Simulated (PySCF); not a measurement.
PySCF 2.14.0, B3LYP/def2-svpd, df: Al(CF3)(F)2 ([F][Al]([F])[C](F)(F)F), 7 atoms. The geometry is a generated start, not checked to be a minimum at this level.

```yaml
task: energy
method: b3lyp
basis: def2-svpd
two_electron_scheme: density fitting
mol.max_memory: 3000 MB
mf.max_cycle: 100
mf.conv_tol: 1e-09 (default)
mf.grids.level: 3 (default)
basis_functions: 159
grid_points: 104608
```

```xyz
7

Al    -0.0237     0.3100     1.1593
C      0.0387    -0.2316    -0.8329
F     -0.9147     0.4280    -1.5108
F     -0.1850    -1.5430    -1.0334
F      1.2006     0.0391    -1.4565
F     -0.9318     1.6272     1.4752
F      0.8159    -0.6297     2.1989
```

With the defaults (mf.DIIS = CDIIS, mf.diis = true, mf.init_guess = minao, mf.damp = 0, mf.diis_start_cycle = 1, mf.diis_space = 8, newton = off) it converges in 12 Fock builds. One run each on 2 threads, 1 BLAS thread, with these changes:
- mf.diis = false
- mf.init_guess = atom
- mf.diis_space = 20
- newton = Hessian by the SCF's own integrals
- mf.DIIS = EDIIS
- mf.init_guess = 1e
- mf.diis = false, mf.damp = 0.7, mf.diis_start_cycle = 999
- mf.damp = 0.3, mf.diis_start_cycle = 4
- mf.damp = 0.7, mf.diis_start_cycle = 8

### Question
Name the settings that don't reach the solution of the defaults.

### Answer
No convergence: mf.DIIS = EDIIS; mf.diis = false (the run ends without SCF convergence in 100 cycles). The rest reach the solution of the defaults.

| setting | Fock builds | end |
|---|---|---|
| the defaults | 12 | same solution |
| mf.diis_space = 20 | 12 | same solution |
| mf.init_guess = atom | 12 | same solution |
| mf.damp = 0.3, mf.diis_start_cycle = 4 | 15 | same solution |
| mf.damp = 0.7, mf.diis_start_cycle = 8 | 15 | same solution |
| mf.init_guess = 1e | 23 | same solution |
| mf.diis = false, mf.damp = 0.7, mf.diis_start_cycle = 999 | 28 | same solution |
| newton = Hessian by the SCF's own integrals | 30 | same solution |
| mf.DIIS = EDIIS | 101 | no convergence |
| mf.diis = false | 101 | no convergence |

Under newton the count holds the products with the orbital Hessian.
